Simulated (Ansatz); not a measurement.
Output of an Ansatz run (abridged):

```
WARN ansatz: RAYON_NUM_THREADS=1 ignored (pool sized by the plan → 1); use --threads N
Pseudopotentials: kind: paw
Pseudopotential: Zr, paw, valence charge 12
Pseudopotential: Au, paw, valence charge 19
Crystal: 2 atoms, lattice volume = 38.907 Å³
Basis set: ecut = 420.4159175005146 eV, 781 PW (Γ), exchange–correlation on 48×48×54 points (8 copies of the dense FFT grid, shifted against one another)
Bands: 20, of which v1, the nominal top of the filled ones, is band 16 counted from 1 (15 counted from 0)
Symmetry: 8 space group operations
Space group: P4mm (ITA 99), of the structure as read, at distance tolerance 3.4e-5 Å
k-points: 105 of 900 (time reversal used)
PAW frozen core: Zr, regenerated for the run's functional, and the local potential with it
PAW frozen core: Au, regenerated for the run's functional, and the local potential with it
Initial density: superposition of atomic densities (neutral atoms: chi_scale 0, normalization atom), corrected by the library's trained network
Initial wavefunctions: pseudopotential atomic-orbital guess
Eigensolver: davidson
Functional: x = pbesol(κ = 0.804, μ = 0.12345679012345678), c = pbesol(β = 0.046)
SCF iter   1: F=—  HF=-17136.795159 eV  |F-HF|=—  |Δ(HF+E_count)|=         —  Δρ=5.20e-3  dr2=9.70e-3  ethr=1.77e-3  ⟨swp⟩=4.0  Hψ=8020  notcnv=0
all-band conjugate gradients solve this SCF's bands
preconditioner: auto → Kerker (q_TF=auto, 2.627 Å⁻¹)
SCF iter   2: F=—  HF=-17136.793775 eV  |F-HF|=—  |Δ(HF+E_count)|=   1.38e-3  Δρ=2.18e-3  dr2=9.28e-4  ethr=3.13e-5  ⟨swp⟩=2.5  Hψ=3662  notcnv=0
SCF iter   3: F=—  HF=-17136.793615 eV  |F-HF|=—  |Δ(HF+E_count)|=   1.59e-4  Δρ=8.44e-4  dr2=1.41e-4  ethr=2.99e-6  ⟨swp⟩=2.5  Hψ=2753  notcnv=0
SCF iter   4: F=—  HF=-17136.793603 eV  |F-HF|=—  |Δ(HF+E_count)|=   1.27e-5  Δρ=1.11e-4  dr2=5.64e-6  ethr=4.53e-7  ⟨swp⟩=2.0  Hψ=3648  notcnv=0
SCF iter   5: F=—  HF=-17136.793601 eV  |F-HF|=—  |Δ(HF+E_count)|=   1.91e-6  Δρ=2.69e-5  dr2=3.77e-7  ethr=1.82e-8  ⟨swp⟩=2.0  Hψ=2802  notcnv=0
SCF iter   6: F=-17136.793601 eV  HF=-17136.793601 eV  |F-HF|=7.80e-9  |Δ(HF+E_count)|=   7.87e-8  Δρ=5.15e-6  dr2=1.31e-8  ethr=3.23e-10  ⟨swp⟩=4.9  Hψ=7463  notcnv=0
SCF 1 converged in 6 iterations: F = -17136.793601 eV  dr2 = 1.31e-8
SCF converged after 6 iterations
Free energy (F): -17136.793601 eV
Harris-Foulkes:  -17136.793601 eV  (|F-HF|=7.80e-9)
Internal energy: -17136.782823 eV  (E = F + TS)
E sigma→0 (E₀):  -17136.788212 eV
Entropy (-TS):   -0.010778 eV (-5.389 meV/atom)
Fermi energy:    17.585544 eV
--- Per-component energies (eV) ---
  E_band       = -334.434617
  E_kinetic    = 937.333266
  E_local      = -2606.947757  (includes V_loc(G=0)·N_el)
  E_nonlocal   = 155.564580
  E_hartree    = 1044.728107
  E_xc         = -388.407296
  E_vxc        = -466.764556  (∫ρ·V_xc dr)
  E_paw        = -12464.040062  (= ΣΔE_a)
  E_vpaw       = -443.073240  (= ΣTr[D̂ρ^β])
  E_aug_tail   = 0.001397  (compensation charges beyond the density's cutoff)
  E_ewald      = -3815.490257
  E_core_change = 0.475200  (= ΣΔE_core)
  E_smearing   = -0.010778  (= −TS)
  E_closure    = 0.000000  (closes the sum)
  Σ components = -17136.793601   (vs F -17136.793601, Δ=0.00e0)
--- Forces (eV/Å), atoms counted from 1 ---
  atom   1  Zr    -0.00000000     0.00000000    -0.24009726
  atom   2  Au     0.00000000     0.00000000     0.24010109
  max |Σ_I F_I| component: 3.83e-6 eV/Å
--- Stress (GPa, compression-positive) ---
       -2.794552       0.000000      -0.000000
        0.000000      -2.794552       0.000000
       -0.000000       0.000000      -1.998842
  P = ⅓ Tr σ = -2.5293 GPa (-25.293 kbar)
  The stress holds the Pulay correction. Without it, at fixed plane waves, as pw.x and ABINIT print it: P = -2.5647 GPa
--- Band table (eV; the first three rows and the last of 105) ---
  k-point 0: bands = ["-88.6411", "-40.0318", "-39.9626", "-39.9626", "-31.3917", "-9.5046", "-9.1129", "-9.1129", "9.3256", "11.4188", "11.4685", "13.0396", "13.0396", "13.7014", "17.1707", "18.1035", "20.9515", "21.3066", "21.3066", "21.8429"]
  k-point 1: bands = ["-88.6411", "-40.0322", "-39.9626", "-39.9626", "-31.3909", "-9.5175", "-9.1130", "-9.1130", "9.4869", "11.5044", "11.5064", "13.0609", "13.0609", "13.7106", "17.0694", "17.8216", "20.6114", "20.9631", "20.9631", "21.8071"]
  k-point 2: bands = ["-88.6411", "-40.0331", "-39.9626", "-39.9626", "-31.3888", "-9.5502", "-9.1133", "-9.1133", "9.9375", "11.5999", "11.7624", "13.1173", "13.1173", "13.7338", "16.8144", "16.9084", "20.1245", "20.2847", "20.2847", "21.7170"]
  k-point 104: bands = ["-88.6393", "-40.0272", "-39.9974", "-39.9974", "-31.2751", "-9.6366", "-9.6366", "-9.4547", "11.9200", "12.3611", "12.3611", "13.4777", "14.5806", "15.0297", "15.6241", "15.6241", "19.3010", "20.8876", "23.1914", "25.1662"]
```

The structure:

```
CELL_PARAMETERS angstrom
      3.15616     0.00000     0.00000
      0.00000     3.15616     0.00000
      0.00000     0.00000     3.90579
ATOMIC_POSITIONS crystal
  Zr 0.00000 0.00000 0.01280
  Au 0.50000 0.50000 0.50000
```

Write an input that gives this output.

Other spellings and defaults could give the same log, and not every line can be read from it. The input that was run (DFT, PBEsol, plane waves, default PAW files made with PBE):

Ansatz 0.2 input:
```yaml
crystal:
  lattice:
    - [3.15616300, 0.00000000, 0.00000000]
    - [0.00000000, 3.15616300, 0.00000000]
    - [0.00000000, 0.00000000, 3.90578700]
  atoms:
    - { symbol: Zr, position: [0.00000000, 0.00000000, 0.01280200] }
    - { symbol: Au, position: [0.50000000, 0.50000000, 0.50000000] }
basis:
  ecutwfc: 30.9 Ry
kpoints:
  mp_grid:
    grid: [10, 10, 9]
hamiltonian:
  xc: pbesol
  pseudopotentials:
    kind: paw
scf:
  occupations:
    method: gaussian
    width: 0.0073 Ry
output:
  forces: true
  eigenvalues: true
  stress: true
```

The starting cell comes from a database of computed structures (which also holds hypothetical and non-ambient phases and stackings), without a prior relaxation at this level. Its lattice was rescaled by up to half a per cent. One atom was moved a little off its site on purpose. Spin-orbit coupling is off. Ansatz's pressure includes its estimate of the finite-basis (Pulay) stress.

Ansatz is a program for electronic structure.
